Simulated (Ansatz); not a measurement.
Consider HgSe in the zinc blende structure (space group F-43m, No. 216; a = 6.063 Å). Axes: x, y, z lie along the cube axes.

The values are results of LDA (Ansatz, a quantum-chemistry and plane-wave program; PAW; 420 eV plane waves; no SOC), not measurements.

Now apply this change: every lattice vector is stretched by 1.50 %; the atoms relax in the strained cell.

Predict the stress tensor and what it implies for the stiffness.

Stress of the strained cell less that of the base (GPa, compression positive):
```
   -2.3     0.0     0.0
    0.0    -2.3     0.0
    0.0     0.0    -2.3
```

Then B = −ΔP/(ΔV/V₀) with ΔV/V₀ = 0.0457 gives secant stiffness values (nonlinear terms included at this strain): B ≈ 51 GPa.

As a check, the harmonic strain energy −½ V₀ Δσ:ε is 9.1 meV/atom; the computed energy rise is 9.5 meV/atom.

Stability against distortions was not tested. All final runs are without spin polarisation.
